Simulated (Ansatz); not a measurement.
**PbTe with two functionals, pressure 10 GPa**

Take PbTe in the rock salt structure (space group Fm-3m, No. 225; a = 6.569 Å) as the base.

(Cell as relaxed with PBE.)

Levels (all Ansatz, a quantum-chemistry and plane-wave program, PAW, earlier PAW set): PBE (420 eV, no spin-orbit coupling); r2SCAN (500 eV, no SOC).

Each level relaxes its own structure.

| base | PBE | r2SCAN |
|---|---|---|
| volume per atom | 35.44 Å³ | 34.89 Å³ |
| lattice parameter a | 6.569 Å | 6.535 Å |
| band gap | 0.83 eV | 1.10 eV |

Now apply this change: a hydrostatic pressure of 10 GPa.

| quantity | PBE | r2SCAN |
|---|---|---|
| gap character | direct at L | direct at L |
| lattice parameter a | 6.197 Å | 6.187 Å |
| hole mass | 0.24 mₑ along k, 0.043 mₑ across (at L) | 0.35 mₑ along k, 0.042 mₑ across (at L) |
| electron mass | 0.19 mₑ along k, 0.098 mₑ across (at L) | 0.25 mₑ along k, 0.11 mₑ across (at L) |

PBE's lattice parameter a lies 0.0110 Å above r2SCAN's (0.2 %); the two agree on the gap character. Neither level is exact; r2SCAN is the comparison here, not a measurement.

With Pb and Te present, leaving out spin-orbit coupling can change the band edges. Load acts through the strain it causes; cell and atoms are relaxed under it. Masses are band curvatures over ±0.01 Å⁻¹ around the edge. Along k means along the line from Γ to the band edge. Stability against distortions was not tested. No other phases were tried under pressure.
